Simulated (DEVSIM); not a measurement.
Structure: Schottky contact on p-type GaAs, at 250 K.

```csv
layer (left to right),material,thickness (μm),Na (cm⁻³),τn (s),τp (s)
1,GaAs,3.40,2.9e17,1.6e-9,1.6e-9
```

Left contact: Schottky, work function 4.514 eV, emission velocity 8.8e6 cm/s. Right contact: ohmic. Voltage is applied to the left contact. Recombination: SRH at mid-gap, radiative, Auger. Mobility is μmin + (μ − μmin)/(1 + (N/Nref)^α).

Constants are typed, rounded textbook-type inputs, not results; the design itself was drawn at random and stands for no fabricated device. Values at 300 K; Nc and Nv go as T^1.5, mobilities as T to minus their exponent, the gap by Varshni's rule with the affinity fixed.

```tsv
parameter	GaAs
gap (eV)	1.424
affinity (eV)	4.07
permittivity	12.9
Nc (cm⁻³)	4.7e17
Nv (cm⁻³)	9e18
μn (cm²/Vs)	8500
μp (cm²/Vs)	400
μn,min	500
μp,min	20
Nref,n	6e16
Nref,p	1.5e17
αn	0.39
αp	0.38
T exponent of μn	2.1
T exponent of μp	2.2
B (cm³/s)	2e-10
Cn (cm⁶/s)	1e-30
Cp (cm⁶/s)	1e-30
Varshni α (eV/K)	0.000541
Varshni β (K)	204
```

Simulated with DEVSIM: 1D drift-diffusion, Boltzmann statistics, complete ionisation; no tunnelling, impact ionisation, image-force lowering or self-heating. Metal contacts follow the ideal Schottky-Mott rule: no Fermi-level pinning, no interface dipoles.

Base results: potential step across the device at zero bias (V) 0.934; largest field in the device at zero bias (V/cm) 270000; dark forward voltage at 100 A/cm² (V) 0.765; dark forward voltage at 1 A/cm² (V) 0.660.

Task: What follows from this one change: metal work function 4.514 → 4.614 eV?

Result: potential step across the device at zero bias 0.934 → 0.834 V; largest field in the device at zero bias little changed (260000 V/cm); dark forward voltage at 100 A/cm² 0.765 → 0.665 V; dark forward voltage at 1 A/cm² 0.660 → 0.560 V.

Task: What follows from this one change: metal work function 4.514 → 4.364 eV?

Result: potential step across the device at zero bias 0.934 → 1.084 V; largest field in the device at zero bias 270000 → 290000 V/cm; dark forward voltage at 100 A/cm² 0.765 → 0.915 V; dark forward voltage at 1 A/cm² 0.660 → 0.810 V.

Task: What follows from this one change: thickness of layer 1 3.4 → 10 μm?

Result: potential step across the device at zero bias little changed (0.934 V); largest field in the device at zero bias little changed (270000 V/cm); dark forward voltage at 100 A/cm² 0.765 → 0.771 V; dark forward voltage at 1 A/cm² little changed (0.660 V).

Task: What follows from this one change: temperature 250 → 450 K?

Result: potential step across the device at zero bias 0.934 → 0.752 V; largest field in the device at zero bias 270000 → 240000 V/cm; dark forward voltage at 100 A/cm² 0.765 → 0.462 V; dark forward voltage at 1 A/cm² 0.660 → 0.269 V.

Task: What follows from this one change: constant mobility in place of the doping-dependent one?

Result: potential step across the device at zero bias little changed (0.934 V); largest field in the device at zero bias little changed (270000 V/cm); dark forward voltage at 100 A/cm² 0.765 → 0.760 V; dark forward voltage at 1 A/cm² little changed (0.658 V).
